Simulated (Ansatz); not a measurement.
Levels about the gap of amorphous Ti$_{20}$O$_{43}$Y$_{2}$ (65 atoms in a cell of 880 Å³, 3.44 g/cm³; zone centre alone, so wide bands show as single levels with stretches between that a denser mesh fills), at the geometry that PBE relaxed, where it gives 0.0 GPa on a denser mesh. The participation number counts the atoms over which a state spreads; weights are charges in smoothed Voronoi cells. The levels come from a single point, so bond lengths are those of that geometry. Method of the levels: PBE, scalar-relativistic without spin-orbit coupling (Ansatz, a program for electronic structure). Sampling: the zone centre alone; Fermi-Dirac width 0.02 eV; no spin polarisation.

It comes from a melt-quench run on a machine-learned potential (CHGNet), relaxed afterwards by DFT. O atoms were pushed apart under 1.9 Å during the dynamics, to hinder bonds among them. The hot cell started wider than the set density and was brought back towards it in steps. It is the lowest in DFT energy of 2 quenches. It is a model cell: composition and starting density were chosen by hand, and all elements were melted together. No dispersion term was used. Its density started from a set value of 3.74 and ended at 3.44 g/cm³. The simulated quench (nominally 240 K/ps over its main leg) is rapid and tends to freeze in more defects than a deposited or slowly cooled glass has. One small periodic cell is one sample of the glass; other quenches scatter about these values. Volume and shape were free in the relaxation. On a 2×2×2 Γ-centred mesh force components of up to 0.12 eV/Å stay, since the relaxation ran on the zone centre alone.

```
E - E(highest filled), eV  filling  participation number        largest on  weight O  weight Ti  weight Y
-------------------------  -------  --------------------  ----------------  --------  ---------  --------
-0.42                       filled                  25.6   O, 2 neighbours      0.92       0.07      0.00
-0.40                       filled                  26.2   O, 2 neighbours      0.94       0.06      0.00
-0.36                       filled                  19.0   O, 2 neighbours      0.92       0.08      0.00
-0.31                       filled                  17.8   O, 2 neighbours      0.93       0.07      0.00
-0.25                       filled                  18.3   O, 2 neighbours      0.94       0.06      0.00
-0.10                       filled                  12.7   O, 3 neighbours      0.94       0.06      0.00
0.00                        filled                  13.6   O, 2 neighbours      0.94       0.06      0.00
2.81                         empty                  17.4  Ti, 5 neighbours      0.19       0.81      0.00
2.83                         empty                  15.0  Ti, 5 neighbours      0.20       0.80      0.00
2.92                         empty                  12.7  Ti, 5 neighbours      0.19       0.80      0.01
2.93                         empty                  14.9  Ti, 5 neighbours      0.19       0.81      0.01
2.97                         empty                  19.7  Ti, 5 neighbours      0.19       0.81      0.01
3.02                         empty                  14.6  Ti, 5 neighbours      0.20       0.80      0.00
3.06                         empty                  15.1  Ti, 4 neighbours      0.18       0.82      0.00
```

Most localised among these is the filled level at -0.10 eV, on a O atom, which has 3 neighbours (Ti 1.91 Å, Ti 1.92 Å, Ti 2.12 Å).
